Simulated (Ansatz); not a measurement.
**zinc-blende InAs (1 1 0) on diamond (1 1 0) (film strained to the substrate, started from cuts of the bulks and a machine-learned relaxation; metallic at this level, with no gap by band count; slabs C72 and As6In6, which can lie off the formulas)**

A periodic stack without vacuum, zinc-blende InAs (1 1 0) on diamond (1 1 0) (film strained to the substrate, started from cuts of the bulks and a machine-learned relaxation; metallic at this level, with no gap by band count; slabs C72 and As6In6, which can lie off the formulas): substrate slab C72, film As6In6, surface cells [[-1, 2], [-1, -1]] and [[1, 0], [0, 1]], film strained by 0.0 and 0.0 %, outermost planes C/C and AsIn/AsIn as cut, which need not be the usual terminations and can put a slab off its formula.

The start was prepared with a machine-learned potential, and the result is one local minimum, with the in-plane cell held and forces under 0.04 eV/Å; the film can end far from its bulk form.

Level of theory: PBE (plane waves to 420 eV, PAW; Ansatz, a program for electronic structure). No spin–orbit coupling; PBE gaps are too small against experiment. Its k-point mesh 4×5×1, Fermi–Dirac width 0.05 eV.

The interface area is 27.1 Å². The period is 28.40 Å, the heights between the nearest atoms of the two slabs at the two interfaces is 1.27 and 1.79 Å and the C–In contacts across the interfaces within 1.22 times the sum of covalent radii is 6, mean 2.38 Å. The As–C contacts across the interfaces within 1.22 times the sum of covalent radii comes out as 4, mean 2.10 Å and the spin-polarised check at this geometry is keeps a moment, energy 0.00 eV. The slope of the mean potential energy in the substrate is +2.0 MV/cm × e.

```
InAsC12
1.0
    6.18591    -0.00055     0.04956
   -0.00038     4.37318     0.09611
    0.23183     0.63575    28.42233
C As In
72 6 6
Cartesian
  5.78404   2.91804   2.24388
  1.63877   1.43796   2.15582
  3.71780   4.36815   2.26498
  0.11221   1.47044   2.16070
  2.19348   4.40260   2.24065
  4.25778   2.94044   2.22790
  1.63432   3.60106   1.10706
  3.66452   2.15804   1.08267
  5.77578   0.73763   0.98649
  2.24570   2.30573   1.06978
  4.24814   0.77966   0.97380
  0.18209   3.73559   0.99851
  3.70239   4.32322   4.79413
  5.76408   2.86560   4.77823
  1.63946   1.40722   4.71176
  4.21873   2.86697   4.76678
  0.09401   1.40989   4.70071
  2.15707   4.32520   4.78203
  5.77404   0.70836   3.46948
  1.64989   3.62063   3.50341
  3.71020   2.16086   3.48707
  0.10753   3.62657   3.48515
  2.16600   2.16764   3.46934
  4.23005   0.70742   3.45556
  1.62007   1.35266   7.23789
  3.68200   4.26782   7.32059
  5.74388   2.80994   7.30406
  2.13563   4.26842   7.30654
  4.19774   2.81031   7.29246
  0.07371   1.35295   7.22705
  3.69182   2.10871   6.00966
  5.75447   0.65154   5.99394
  1.63005   3.56704   6.02458
  4.20826   0.65157   5.98149
  0.08389   3.56791   6.01186
  2.14623   2.11007   5.99568
  5.72331   2.75331   9.82884
  1.59964   1.29715   9.76109
  3.66152   4.21193   9.84841
  6.23929   1.29585   9.80268
  2.11563   4.21323   9.82962
  4.17724   2.75451   9.81879
  1.60997   3.51149   8.54803
  3.67176   2.05332   8.53521
  5.73373   0.59504   8.51974
  2.12547   2.05397   8.51993
  4.18783   0.59583   8.50826
  6.24929   3.51072   8.58643
  3.64101   4.15766  12.38454
  5.69757   2.69122  12.34990
  1.58309   1.24338  12.28203
  4.16037   2.70057  12.34642
  6.21673   1.23621  12.33215
  2.09637   4.16237  12.34825
  5.71271   0.53638  11.04766
  1.58961   3.45634  11.06888
  3.65082   1.99785  11.06267
  6.22944   3.45331  11.10970
  2.10495   1.99917  11.04148
  4.16772   0.54115  11.03878
  1.58793   1.19560  14.74924
  3.55322   4.05505  14.93869
  5.67196   2.61456  14.90464
  2.04612   4.13270  14.80449
  4.15473   2.68272  14.88949
  6.27781   1.18483  14.85572
  3.64599   1.95201  13.60157
  5.68714   0.46969  13.59411
  1.55250   3.38880  13.57752
  4.13400   0.48990  13.59764
  6.20489   3.38005  13.62266
  2.10627   1.96285  13.56021
  0.36972   3.87837  16.18210
  4.07052   1.41904  18.89348
  0.98964   3.53759  21.01725
  4.03786   1.26777  23.26853
  0.97983   3.49939  25.30453
  4.19444   0.81753  27.44639
  5.58958   3.60927  18.94409
  3.24744   1.36501  16.41521
  5.55418   3.45262  23.22898
  2.50479   1.34916  21.10087
  5.94614   3.01316  27.64607
  2.45043   1.33426  25.48637
```
